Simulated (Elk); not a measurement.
Elk run on SrCa₃ (P1, 4 atoms in the cell): self-consistent single point.

Computed with LDA (PW92), all-electron FP-LAPW, Elk's shipped species files, APW+lo basis with extra local orbitals (Elk).

```
CELL_PARAMETERS angstrom
      0.00000     4.51788     4.51788
      4.51788     0.00000     4.51788
      4.51788     4.51788     0.00000
ATOMIC_POSITIONS crystal
  Sr 0.00502 0.99748 0.99525
  Ca 0.23970 0.25792 0.24915
  Ca 0.75125 0.74340 0.75151
  Ca 0.50403 0.50120 0.50409
```

Reference input (self-consistent single point, DFT, LDA (PW92), all-electron FP-LAPW, Elk's shipped species files, APW+lo basis with extra local orbitals): rgkmax = 7.5; stype = 0; swidth = 0.00734986 Ha; ngridk = 3 3 3; gmaxvr = 16 1/bohr; nxlo = 2; lorbcnd = true; lmaxi = 3; maxscl = 100. This run's input differs from it in these lines:

```diff
@@ -47,3 +47,3 @@
 ngridk
-  3 3 3
+  4 4 4
```

Output (repeated stretches shortened):

```
│ Self-consistent loop started │
│ Loop number : 1 │
 total energy                :     -5216.93063430
│ Loop number : 2 │
 total energy                :     -5216.88783963
RMS change in Kohn-Sham potential (target) :   0.3186978605E-01 (  0.1000000000E-05)
Absolute change in total energy (target)   :   0.4279466344E-01 (  0.1000000000E-03)
│ Loop number : 3 │
 total energy                :     -5216.46481142
RMS change in Kohn-Sham potential (target) :   0.2866797652E-01 (  0.1000000000E-05)
Absolute change in total energy (target)   :   0.4337268773     (  0.1000000000E-03)
│ Loop number : 4 │
   [... lines left out ...]
Absolute change in total energy (target)   :   0.1606477329E-02 (  0.1000000000E-03)
│ Loop number : 12 │
 total energy                :     -5212.49938936
RMS change in Kohn-Sham potential (target) :   0.1600828447E-06 (  0.1000000000E-05)
Absolute change in total energy (target)   :   0.3951975896E-03 (  0.1000000000E-03)
│ Loop number : 13 │
 total energy                :     -5212.49939520
RMS change in Kohn-Sham potential (target) :   0.3374309436E-07 (  0.1000000000E-05)
Absolute change in total energy (target)   :   0.9295374548E-04 (  0.1000000000E-03)
Convergence targets achieved

│ Loop number : 14 │

Energies :
 Fermi                       :     0.110329719172
 total energy                :     -5212.49939717

Density of states at Fermi energy :    223.0816661
 (states/Hartree/unit cell)

Estimated indirect band gap :   0.5944269934E-04
 from k-point      1 to k-point      1
Estimated direct band gap   :   0.5944269934E-04
 at k-point      1

Charges :
 core                        :    58.00000000
 valence                     :    40.00000000
 interstitial                :    7.786622571
 muffin-tins (core leakage)
  species :    1 (Sr)
   atom    1                 :    35.92903052     (  0.2869445519E-04)
  species :    2 (Ca)
   atom    1                 :    18.09809497     (  0.1957401530E-07)
   atom    2                 :    18.09789345     (  0.1958726692E-07)
   atom    3                 :    18.08835849     (  0.1953187834E-07)
 total in muffin-tins        :    90.21337743
 total calculated charge     :    98.02227632
 total charge                :    98.00000000
 error                       :   0.2227632075E-01

│ Self-consistent loop stopped │
```

The run converged in 14 iterations. The count includes the last loop, which Elk runs after its targets are met. Against the reference run the total energy falls by 23.5 meV/atom.

The starting cell comes from a database of computed structures (which also holds hypothetical and non-ambient phases and stackings), without a prior relaxation at this level. Its atoms were displaced at random from the sites of space group no. 225. Values depend on the basis (sphere radii, cutoffs, local orbitals), which need not be converged. The log's line on a gap gives a spacing of levels on this mesh, which the program prints for metals too.

Cost on one core of a shared machine: roughly 6 min.
